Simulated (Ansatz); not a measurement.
Sc on the Si site in metastable 2H silicon carbide (start: the Si site; 96-site cell, 2×2×2 shifted sampling). Calculation: PBE, PAW (plane waves to 420 eV; Ansatz, a quantum-chemistry and plane-wave program). Total energies of the localised charge states, counted from that of charge 0, and their image corrections (point charge with alignment); the host's valence-band maximum lies at 9.434 eV on the cells' energy zero and its gap is 2.31 eV.

```tsv
charge	moment (μB)	E − E(first) (eV)	correction (eV)
0	1.0	0.000	0.000
−1	not spin-polarised	9.570	0.071
```

Q: Derive the transition levels above the valence-band maximum and say which of them are thermodynamic.

A: A level is the Fermi energy at which two charges have equal formation energy: ε(q/q′) = [E(q′) + corr(q′) − E(q) − corr(q)] / (q − q′) − E_VBM.
ε(0/−1) = [(9.570 + 0.071) − (0.000 + 0.000)] / 1 − 9.434 = 0.21 eV
Thermodynamic levels at least 0.1 eV inside the gap: (0/−1) at 0.21 eV. They hold to tenths of an eV in this cell. Only the charges listed were compared. At charge +1 the carrier sat in host band states, shallow at most. Flagged in the runs: a host whose relaxation on this sampling wasn't shown to rest.
